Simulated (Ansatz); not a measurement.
The reference is Ag in the fcc (Cu type) structure (space group Fm-3m, No. 225; relaxed with 0.1 eV smearing).

```
Ag
1.0
    0.00000     2.02691     2.02691
    2.02691     0.00000     2.02691
    2.02691     2.02691     0.00000
Ag
1
Direct
  0.00000   0.00000   0.00000
```

Cartesian axes are those of the cell as printed.

Calculations: PBEsol/PAW in Ansatz (an electronic-structure program), scalar-relativistic without spin-orbit coupling.

It is then changed as follows: biaxial strain −1.00 %, plane normal [001], relaxed out of plane (Cartesian); in-plane vectors clamped, the third vector and the atoms free.

Task: Estimate the effect on the energy relative to the base.

Result: The energy grows by 1.1 meV/atom.

Task: Predict the new out-of-plane strain.

Result: The out-of-plane strain amounts to +1.44 %.

No phonon test of stability was made.
